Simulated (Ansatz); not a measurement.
# A self-consistent single point of Tc (P6_3/mmc, 2 atoms in the cell) with Ansatz

Computed with PBEsol, default PAW files made with PBE (plane waves; Ansatz, a first-principles code).

Input:

Ansatz 0.2 input:
```yaml
crystal:
  lattice:
    - [1.363150, -2.361045, 0.000000]
    - [1.363150, 2.361045, 0.000000]
    - [0.000000, 0.000000, 4.368050]
  atoms:
    - { symbol: Tc, position: [0.333333, 0.666667, 0.250000] }
    - { symbol: Tc, position: [0.666667, 0.333333, 0.750000] }
basis:
  ecutwfc: 500.0 eV
kpoints:
  mp_grid: { grid: [14, 14, 8] }
hamiltonian:
  xc: pbesol
  pseudopotentials: { kind: paw }
scf:
  occupations: { method: gaussian, width: 0.1 eV }
output:
  forces: true
  eigenvalues: true
  stress: true
```

Log, with long lists cut:

```
WARN the atoms were moved onto the symmetric positions of the space group found under crystal.symmetry.tolerance 1.0e-5 (fractional …
WARN ansatz: RAYON_NUM_THREADS=1 ignored (pool sized by the plan → 1); use --threads N
Pseudopotentials: kind: paw
Pseudopotential: Tc, paw, valence charge 15
Crystal: 2 atoms, lattice volume = 28.117 Å³
Basis set: ecut = 500 eV, 699 PW (Γ), exchange–correlation on 40×40×64 points (8 copies of the dense FFT grid, shifted against one another)
Bands: 19, of which v1, the nominal top of the filled ones, is band 15 counted from 1 (14 counted from 0)
Symmetry: 24 space group operations
Space group: P63/mmc (ITA 194), of the structure as read, at distance tolerance 3.0e-5 Å
k-points: 120 of 1568
PAW frozen core: Tc, regenerated for the run's functional, and the local potential with it
Initial density: superposition of atomic densities (chi_scale 0.1, normalization cell)
Initial wavefunctions: pseudopotential atomic-orbital guess
Eigensolver: davidson
Functional: x = pbesol(κ = 0.804, μ = 0.12345679012345678), c = pbesol(β = 0.046)
SCF iter   1: F=—  HF=-10675.750933 eV  |F-HF|=—  |Δ(HF+E_count)|=         —  Δρ=6.13e-2  dr2=1.02e0  ethr=3.10e-3  ⟨swp⟩=5.0  Hψ=9044  notcnv=0
all-band conjugate gradients solve this SCF's bands
preconditioner: auto → none
SCF iter   2: F=—  HF=-10675.471927 eV  |F-HF|=—  |Δ(HF+E_count)|=   2.79e-1  Δρ=3.18e-2  dr2=2.68e-1  ethr=3.10e-3  ⟨swp⟩=2.2  Hψ=3800  notcnv=0  defer=13
SCF iter   3: F=—  HF=-10675.377511 eV  |F-HF|=—  |Δ(HF+E_count)|=   9.44e-2  Δρ=2.33e-3  dr2=6.85e-4  ethr=8.93e-4  ⟨swp⟩=3.0  Hψ=4511  notcnv=0  defer=13
SCF iter   4: F=—  HF=-10675.377523 eV  |F-HF|=—  |Δ(HF+E_count)|=   1.23e-5  Δρ=1.60e-4  dr2=7.54e-6  ethr=2.28e-6  ⟨swp⟩=1.9  Hψ=3242  notcnv=0  defer=13
SCF iter   5: F=—  HF=-10675.377520 eV  |F-HF|=—  |Δ(HF+E_count)|=   2.60e-6  Δρ=2.74e-5  dr2=1.20e-7  ethr=2.51e-8  ⟨swp⟩=2.0  Hψ=3165  notcnv=0  defer=13
SCF iter   6: F=-10675.377520 eV  HF=-10675.377520 eV  |F-HF|=2.57e-9  |Δ(HF+E_count)|=   1.58e-8  Δρ=6.83e-6  dr2=7.56e-9  ethr=3.33e-10  ⟨swp⟩=4.7  Hψ=8641  notcnv=0
SCF 1 converged in 6 iterations: F = -10675.377520 eV  dr2 = 7.56e-9
SCF converged after 6 iterations
Free energy (F): -10675.377520 eV
Harris-Foulkes:  -10675.377520 eV  (|F-HF|=2.57e-9)
Internal energy: -10675.366884 eV  (E = F + TS)
E sigma→0 (E₀):  -10675.372202 eV
Entropy (-TS):   -0.010636 eV (-5.318 meV/atom)
Fermi energy:    22.662781 eV
--- Per-component energies (eV) ---
  E_band       = -86.719475
  E_kinetic    = 1247.509782
  E_local      = -2337.516440  (includes V_loc(G=0)·N_el)
  E_nonlocal   = 577.292885
  E_hartree    = 629.342453
  E_xc         = -476.263856
  E_vxc        = -588.731779  (∫ρ·V_xc dr)
  E_paw        = -6439.271184  (= ΣΔE_a)
  E_vpaw       = -243.956914  (= ΣTr[D̂ρ^β])
  E_aug_tail   = -0.000027  (compensation charges beyond the density's cutoff)
  E_ewald      = -3876.914185
  E_core_change = 0.453689  (= ΣΔE_core)
  E_smearing   = -0.010636  (= −TS)
  E_closure    = -0.000000  (closes the sum)
  Σ components = -10675.377520   (vs F -10675.377520, Δ=0.00e0)
--- Forces (eV/Å), atoms counted from 1 ---
  atom   1  Tc    -0.00000000     0.00000000     0.00000000
  atom   2  Tc    -0.00000000     0.00000000    -0.00000000
  max |Σ_I F_I| component: 9.25e-18 eV/Å
--- Stress (GPa, compression-positive) ---
       -1.228392      -0.000000       0.000000
       -0.000000      -1.228392      -0.000000
        0.000000      -0.000000      -1.607751
  P = ⅓ Tr σ = -1.3548 GPa (-13.548 kbar)
  The stress holds the Pulay correction. Without it, at fixed plane waves, as pw.x and ABINIT print it: P = -1.3730 GPa
--- Band table (eV; the first three rows and the last of 120) ---
  k-point 0: bands = ["-44.0241", "-43.7622", "-16.7130", "-15.5290", "-15.5290", "-15.3297", "-15.3297", "-15.2874", "15.2627", "17.1296", "21.0921", "21.0921", "21.1757", "21.8381", "21.8381", "22.5559", "22.5559", "24.3976", "25.3065"]
  k-point 1: bands = ["-44.0144", "-43.7724", "-16.6617", "-15.5215", "-15.5215", "-15.3450", "-15.3374", "-15.3374", "15.4387", "17.1850", "21.0028", "21.0028", "21.0811", "21.7315", "21.7315", "22.7944", "22.7944", "23.8880", "25.3202"]
  k-point 2: bands = ["-43.9865", "-43.8013", "-16.5146", "-15.5076", "-15.5001", "-15.5001", "-15.3592", "-15.3592", "15.9319", "17.3184", "20.8475", "20.8744", "20.8744", "21.4734", "21.4734", "22.7300", "23.3476", "23.3476", "25.2847"]
  k-point 119: bands = ["-43.7257", "-43.7257", "-16.4385", "-16.4385", "-16.0943", "-16.0943", "-15.5402", "-15.5402", "18.5995", "18.5995", "19.4416", "19.4416", "20.8649", "20.8649", "22.6482", "22.6482", "25.4208", "25.4208", "31.7828"]
```

The run converged in 6 iterations.

The starting cell has typed, rounded lattice constants, without a prior relaxation at this level. Its lattice was rescaled by up to half a per cent. Spin polarisation is off. Ansatz's pressure includes its estimate of the finite-basis (Pulay) stress.
